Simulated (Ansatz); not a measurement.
# Response to strain in GaSb

The reference is GaSb in the zinc blende structure (space group F-43m, No. 216).

```xyz
2
Lattice="0.0000 3.0662 3.0662 3.0662 0.0000 3.0662 3.0662 3.0662 0.0000" Properties=species:S:1:pos:R:3 pbc="T T T"
Ga     0.0000     0.0000     0.0000
Sb     1.5331     1.5331     1.5331
```

Cartesian axes are those of the cell as printed.

Strains are applied to the cell and any free atomic positions relax; under biaxial strain the out-of-plane vector relaxes too.

Level of theory: r2SCAN in Ansatz (plane waves to 500 eV, PAW, scalar-relativistic without spin-orbit coupling).

Computed cases, in order: the unstrained base; biaxial strain +1.67 %, plane normal [111], relaxed out of plane; biaxial strain +2.08 %, plane normal [111], relaxed out of plane; biaxial strain +2.50 %, plane normal [111], relaxed out of plane.

Task: Between which two neighbouring cases does the gap turn between direct and indirect?

Result: Between biaxial strain +1.67 %, plane normal [111], relaxed out of plane (0.17 eV, direct at Γ) and biaxial strain +2.08 %, plane normal [111], relaxed out of plane (0.14 eV, indirect, Γ–S₀ (7 % along) → Γ). The whole series: the unstrained base: 0.41 eV, direct at Γ; biaxial strain +1.67 %, plane normal [111], relaxed out of plane: 0.17 eV, direct at Γ; biaxial strain +2.08 %, plane normal [111], relaxed out of plane: 0.14 eV, indirect, Γ–S₀ (7 % along) → Γ; biaxial strain +2.50 %, plane normal [111], relaxed out of plane: 0.13 eV, indirect, Γ–S₀ (7 % along) → Γ.

With Sb present, leaving out spin-orbit coupling can change the band edges. No phonon test of stability was made. The zero or small gap of GaSb under biaxial strain +1.67 %, plane normal [111], relaxed out of plane, GaSb under biaxial strain +2.08 %, plane normal [111], relaxed out of plane and GaSb under biaxial strain +2.50 %, plane normal [111], relaxed out of plane can change with the level of theory. Labels are those of the standard path for the cell's own space group.

Ansatz is a quantum-chemistry and plane-wave program.
